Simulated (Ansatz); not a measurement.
GaP: response to strain

Take GaP in the zinc blende structure (space group F-43m, No. 216; a = 5.4513 Å) as the base. Axes: x, y, z lie along the cube axes.

Strains are applied to the cell and any free atomic positions relax.

The values are results of DFT with r2SCAN, PAW potentials and a 500 eV plane-wave cutoff in Ansatz (a program for electronic structure), scalar-relativistic without spin-orbit coupling, not measurements.

Notes on the quantities. energy relative to the base: free energy F.

```tsv
uniaxial strain ε_zz (%)	energy relative to the base (meV/atom)
0	0.0
0.5	0.2
1	0.9
1.5	?
2	3.5
2.5	5.5
3	7.9
```

### Question
Fit ΔE = Aε² + Bε³ (ε in %) to the rows shown and predict the withheld row.

### Answer
Least squares on the printed values gives A = 0.880 and B = -0.00075 meV/atom (largest residual 0.0 meV/atom); this predicts 2.0 meV/atom, and the run gives 2.0 meV/atom, in agreement.

No phonon test of stability was made.
